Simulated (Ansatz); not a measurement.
**TaBr5 (C2/m, No. 12)**

Computed with r²SCAN in Ansatz (PAW).

Settings: plane-wave cutoff 560 eV, 4×4×6 k mesh (along the axes of the cell as run), Fermi–Dirac smearing 0.01 eV, scalar-relativistic PAW data made under PBE.

Cell: measured lattice: a = 19.433 Å, b = 18.775 Å, c = 6.203 Å, α = γ = 90.00°, β = 90.72°.

```yaml
band_gap: 2.23 eV
smallest_direct_gap_on_the_k_points_sampled: 2.28 eV
"Γ–Γ gap": 2.29 eV
```

Note: cell and atoms aren't relaxed at this level (largest force component 0.16 eV/Å, pressure 1.1 GPa).

Spin–orbit coupling is not included.

The computed numbers hold no vibrational or temperature effects.

Ansatz is an electronic-structure program.
